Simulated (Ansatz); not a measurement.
The reference is InP (space group Pm-3n, No. 223; a = 7.2411 Å; a hypothetical phase, not in the database extracts checked). Axes: x, y, z lie along the cube axes.

Method: PBEsol (Ansatz, a program for electronic structure; PAW; 420 eV plane waves; without spin-orbit coupling).

Before the change:

The electron mass is 0.057 mₑ (at Γ) and the pressure is -0.1 kbar.

One thing is altered: biaxial strain +1.10 %, plane normal [001], relaxed out of plane (Cartesian); in-plane vectors clamped, the third vector and the atoms free.

Task: How does this affect the ratio −ε⊥/ε∥?

Result: The ratio −ε⊥/ε∥ amounts to 0.70.

Task: Predict the new electron mass.

Result: The electron mass becomes 0.043 mₑ out of plane, 0.053 mₑ in plane (at Γ) (base: 0.057 mₑ (at Γ)).

Task: What happens to the pressure?

Result: The pressure (mean of the normal stresses, compression positive) decreases by 7.1 kbar to -7.2 kbar.

The levels and masses belong to the bands next to the band gap. Effective masses come from finite differences of ±0.01 Å⁻¹. Whether these cells are dynamically stable was not tested.
